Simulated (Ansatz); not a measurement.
C (model structure, P6₂22, No. 180, 3 atoms in the cell), treated with PBE0 (PAW; Ansatz, a first-principles code).

Numerical settings: plane-wave cutoff 460 eV, 12×12×10 k mesh (along the axes of the cell as run), Fermi–Dirac smearing 0.01 eV, scalar-relativistic PAW data made under PBE.

The cell is the one relaxed with PBEsol. Conventional cell: a = 2.5924 Å, b = 2.5924 Å, c = 2.7831 Å, α = 90.00°, β = 90.00°, γ = 120.00°.

```
C
1.0
    2.59239     0.00000     0.00000
   -1.29619     2.24507     0.00000
    0.00000     0.00000     2.78308
C
3
Direct
  0.50000   0.00000   0.00000
  0.00000   0.50000   0.66667
  0.50000   0.50000   0.33333
```

### Question
List the 7 lowest band energies at Γ above −25 eV (eV, relative to the valence band maximum), grouping those that round alike.

### Answer
At Γ: -9.04 (×2), -7.38, -2.23 (×2), 8.92 (×2).

Note: the run warned that its exchange threshold was loose for the stress; the relaxation could raise the start's symmetry but not lower it, so the cell can be a saddle point; cell and atoms aren't relaxed at this level (pressure -4.4 GPa).

A model structure was made by putting elements into a prototype or built by hand; it is no filed structure, need not be a known phase, and can be a saddle point held by its symmetry.
